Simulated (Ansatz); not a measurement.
# GaN, response to strain

Take GaN in the wurtzite structure (space group P6_3mc, No. 186; a = 3.1518 Å, c = 5.1383 Å) as the base. Axes: x lies along a and z along c of the hexagonal cell.

Strains are applied to the cell and any free atomic positions relax.

Computed with LDA (Ansatz, a quantum-chemistry and plane-wave program, PAW, no spin-orbit coupling).

Notes on the quantities. pressure: mean of the normal stresses, compression positive.

```
change                           pressure  band gap  width of the top valence band
------------------------------  ---------  --------  -----------------------------
base                             0.00 GPa   2.13 eV                        2.92 eV
uniaxial strain ε_zz = +0.60 %  -1.20 GPa   2.07 eV                        2.92 eV
uniaxial strain ε_zz = +1.20 %  -2.36 GPa   2.00 eV                        2.92 eV
uniaxial strain ε_zz = +1.80 %  -3.48 GPa   1.94 eV                        2.93 eV
uniaxial strain ε_zz = +2.40 %  -4.56 GPa   1.87 eV                        2.93 eV
uniaxial strain ε_zz = +3.00 %  -5.60 GPa   1.80 eV                        2.94 eV
```

Stability against distortions was not tested.
